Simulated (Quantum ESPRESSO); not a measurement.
Quantum ESPRESSO 7.5, DFT, PBE, plane waves, SSSP 1.1.2 efficiency PBE: zinc-blende GaAs with 3 In on Ga sites (Ga5As8In3), unrelaxed at the host's lattice constant, 16 atoms. Basis and mesh were picked for this test and aren't claimed converged.

- cell: 7.99, 7.99, 7.99 Å; 60, 60, 60°
- task: scf
- k mesh: 2×2×2
- ecutwfc: 45 Ry
- ecutrho: 360 Ry
- occupations: smearing
- smearing: gaussian
- degauss: 0.005 Ry
- conv_thr: 1.6e-08 Ry
- tprnfor: true
- tstress: false
- k-point pools (-nk): 4
- diagonalization: david (default)
- k-points computed: 4
- bands: 86
- electrons: 144
- G-vectors of the density: 280737
- FFT grid: 96×96×96
- symmetry operations: 8

Settings of this run: mixing_mode = TF, mixing_beta = 0.2, mixing_ndim = 8; 8 ranks.

| SCF iteration | band solver's avg # of iterations (first pass) | estimated scf accuracy (Ry) |
|---|---|---|
| 1 | 3.0 | 0.52863136 |
| 2 | 1.8 | 0.38264491 |
| 3 | 2.0 | 0.02281116 |
| 4 | 10.5 | 0.01799400 |
| 5 | 3.2 | 0.01039409 |
| 6 | 6.2 | 0.00200957 |
| 7 | 12.0 | 0.00039672 |
| 8 | 10.2 | 0.00004011 |
| 9 | 7.5 | 0.00004791 |
| 10 | 1.0 | 0.00002666 |
| 11 | 5.0 | 0.00000106 |
| 12 | 7.0 | 0.00000102 |
| 13 | 5.0 | 0.00000183 |
| 14 | 6.0 | 0.00000184 |
| 15 | 1.0 | 0.00000113 |
| 16 | 4.8 | 0.00000096 |
| 17 | 1.0 | 0.00000092 |
| 18 | 1.0 | 0.00000024 |
| 19 | 5.0 | 0.00000008 |
| 20 | 2.0 | 0.00000015 |
| 21 | 1.0 | 0.00000011 |
| 22 | 1.0 | 0.00000008 |
| 23 | 1.0 | 0.00000006 |
| 24 | 5.0 | 0.00000005 |
| 25 | 1.0 | 0.00000001 |

It converged after 25 SCF iterations.

**Question.** Which change of one setting makes this cycle converge in far fewer steps?

**Answer.** One answer among several that fit: mixing_beta = 0.7 (13 SCF iterations) or mixing_beta = 1 (13 SCF iterations), all else kept. The other changes of this size gave: mixing_mode = plain (17); mixing_beta = 0.4 (20); mixing_mode = local-TF (30); mixing_beta = 0.1 (33). The first change moves the result by: energy equal as printed, forces (largest component) 1.2 meV/Å. Counts are of single runs.
